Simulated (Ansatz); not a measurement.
## Ge under a change: Ge → Zn

Start from Ge in the diamond structure (space group Fd-3m, No. 227; a = 5.6744 Å).

Now apply this change: every Ge is replaced by Zn; the structure is relaxed again.

The values are results of r2SCAN (Ansatz, an electronic-structure program, PAW, no spin-orbit coupling), not measurements. Γ-centred 14×14×14 mesh, Fermi–Dirac width 0.05 eV, for the changed cell.

```csv
quantity,base,changed,shift
volume per atom,22.84 Å³,23.01 Å³,+0.17 Å³
density,5.28 g/cm³,4.72 g/cm³,-0.56 g/cm³
space group,Fd-3m (No. 227),Fd-3m (No. 227),–
band gap,0.36 eV,zero,–
```

Final structure:

```
Zn
1.0
    0.00000     2.84408     2.84408
    2.84408     0.00000     2.84408
    2.84408     2.84408     0.00000
Zn
2
Direct
  0.50000   0.50000   0.50000
  0.75000   0.75000   0.75000
```

Cost of the whole job for the changed cell (relaxation, final SCF and bands): around 60 core-seconds (rough).

Whether these cells are dynamically stable was not tested. As relaxed here, Zn is a hypothetical phase, not in the database extracts checked. The real Ge has an indirect gap at ambient pressure; r2SCAN orders its close-lying valleys differently.
